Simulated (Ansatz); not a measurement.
The structure below was relaxed with PBEsol/PAW in Ansatz (a first-principles code), without spin-orbit coupling, earlier PAW set, at pressure 18 GPa.

```
CELL_PARAMETERS angstrom
      3.00286     0.00000     0.00000
     -1.50143     2.60056     0.00000
      0.00000     0.00000     4.96384
ATOMIC_POSITIONS crystal
  Zr 0.33333 0.66667 0.75000
  Zr 0.66667 0.33333 0.25000
```

Q: Find the space group and the Wyckoff positions.

A: Space group P6₃/mmc (No. 194); a = 3.003 Å, b = 3.003 Å, c = 4.964 Å, α = 90.00°, β = 90.00°, γ = 120.00°

```
atom  site  symmetry       x       y       z
----  ----  --------  ------  ------  ------
Zr      2d      -6m2  0.6667  0.3333  0.2500
```

Q: Describe the coordination.

A: The crystal has 2 atoms in its conventional cell. Conventional cell: a = b = 3.0029 Å, c = 4.9638 Å, α = β = 90.00°, γ = 120.00°. Zr has 12 Zr at 3.003–3.027 Å (anticuboctahedral). (Neighbours: up to the widest gap in distance over summed covalent radii, below 1.35, at either atom.)

Load acts through the strain it causes; cell and atoms are relaxed under it. Stability against distortions was not tested. The final runs are not spin-polarised. Measured, Zr leaves this structure (for the ω phase) near 3 GPa (temperature not stated; as listed in C. Cazorla, D. Alfè, M. J. Gillan, Physical Review B (2008)). The cell was made from Zr in the hcp (Mg type) structure (space group P6_3/mmc, No. 194) by this change: pressure 18 GPa.
